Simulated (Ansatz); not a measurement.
Take Ru in the hcp (Mg type) structure (space group P6_3/mmc, No. 194) as the base.

```xyz
2
Lattice="2.7045 0.0000 0.0000 -1.3523 2.3422 0.0000 0.0000 0.0000 4.2601" Properties=species:S:1:pos:R:3 pbc="T T T"
Ru     0.0000     1.5615     3.1951
Ru     1.3523     0.7807     1.0650
```

Level of theory: r2SCAN in Ansatz (plane waves to 500 eV, PAW, without spin-orbit coupling).

For the base:

| Quantity | Result |
|---|---|
| Pressure | 0.0 GPa |

Perturbation: the cell is scaled by 1.0556 in all directions, atoms relaxed at fixed cell.

What happens to the energy relative to the base and pressure?

The energy increases by 0.322 eV/atom; the pressure (mean of the normal stresses, compression positive) goes from zero to -36.9 GPa.

The cells carry an imposed strain or load. Stability against distortions was not tested. All final runs are without spin polarisation.

Ansatz is a program for electronic structure.
